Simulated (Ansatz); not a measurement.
**Si (diamond structure), cut as (100) film, 5 layers, dimers on {100} faces where they fit, ended by OH**

Cell contents Si20O8H8 (36 atoms). The cell is periodic, with vacuum round the object.

Level of theory: PBE (plane waves to 420 eV, PAW; Ansatz, a program for electronic structure).

k-points: Γ-centred 4×4×1 mesh; occupations: Fermi-Dirac, 0.020 eV; spin polarisation not allowed. Scalar-relativistic, no spin-orbit coupling.

 The in-plane lattice is held at the bulk value.

```
Quantity                                                                                                                                              Value
--------------------------------------------------------------------  -------------------------------------------------------------------------------------
electronic character                                                                                                                           not metallic
Kohn-Sham band gap                                                                                                                                  1.06 eV
character of the gap on the mesh and a band path of the cell's zone           indirect (the cell's symmetry is low, so an edge off the path may lie nearer)
k-point of the valence-band top (reciprocal lattice units)                                                                            (0.000, 0.500, 0.000)
k-point of the conduction-band bottom (reciprocal lattice units)                                                                      (0.000, 0.000, 0.000)
weight of the highest filled level on the outer atoms and the ending                                                                                   0.38
weight of the lowest empty level on the outer atoms and the ending                                                                                     0.42
electron mass at the zone centre                                      0.21 mₑ along the first reciprocal vector, 0.21 mₑ along the second reciprocal vector
change of bonding against the cut                                                                                                                      none
number of neighbours within 2.842 Å (ending not counted)                                                                      3 for 8 atoms, 4 for 12 atoms
mean Si-Si distance (least to greatest)                                                                                            2.380 Å (2.362 to 2.432)
cost of relaxation and final run                                                                                                     roughly 0.7 core-hours
```
